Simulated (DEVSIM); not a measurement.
Structure: Schottky contact on n-type GaN, at 350 K.

```tsv
layer (left to right)	material	thickness (μm)	Nd (cm⁻³)	τn (s)	τp (s)
1	GaN	0.850	5.4e15	3.7e-8	3.7e-8
```

Left contact: Schottky, work function 5.18 eV, emission velocity 7.7e6 cm/s. Right contact: ohmic. Voltage is applied to the left contact. Recombination: SRH at mid-gap, radiative, Auger. Mobility is μmin + (μ − μmin)/(1 + (N/Nref)^α).

This is a model device: material constants are rounded textbook-type values typed into the input, and sizes, dopings and lifetimes were drawn at random. Values at 300 K; Nc and Nv go as T^1.5, mobilities as T to minus their exponent, the gap by Varshni's rule with the affinity fixed.

```
parameter             GaN
----------------  -------
gap (eV)             3.43
affinity (eV)         4.1
permittivity          9.5
Nc (cm⁻³)          2.3e18
Nv (cm⁻³)          4.6e19
μn (cm²/Vs)          1200
μp (cm²/Vs)           100
μn,min                 55
μp,min                  3
Nref,n               2e17
Nref,p               3e17
αn                      1
αp                      2
T exponent of μn      1.5
T exponent of μp        2
B (cm³/s)           1e-11
Cn (cm⁶/s)          1e-30
Cp (cm⁶/s)          1e-30
Varshni α (eV/K)  0.00091
Varshni β (K)         830
```

Model (solved in DEVSIM): 1D drift-diffusion, Boltzmann statistics, complete ionisation; no tunnelling, impact ionisation, image-force lowering or self-heating. Metal contacts follow the ideal Schottky-Mott rule: no Fermi-level pinning, no interface dipoles.

The temperature was swept, all else fixed.

| temperature (K) | dark forward voltage at 100 A/cm² (V) | largest field in the device at zero bias (V/cm) | dark forward voltage at 1 A/cm² (V) | potential step across the device at zero bias (V) |
|---|---|---|---|---|
| 250 | 0.882 | 44000 | 0.772 | 0.955 |
| 300 | 0.837 | 43000 | 0.704 | 0.923 |
| 350 | 0.792 | 42000 | 0.636 | 0.890 |
| 400 | 0.746 | 41000 | 0.567 | 0.856 |
| 450 | 0.701 | 40000 | 0.497 | 0.822 |
| 500 | 0.655 | 39000 | 0.427 | 0.786 |

From the first row to the last the dark forward voltage at 100 A/cm² goes from 0.882 to 0.655. From the first row to the last the largest field in the device at zero bias goes from 44000 to 39000.
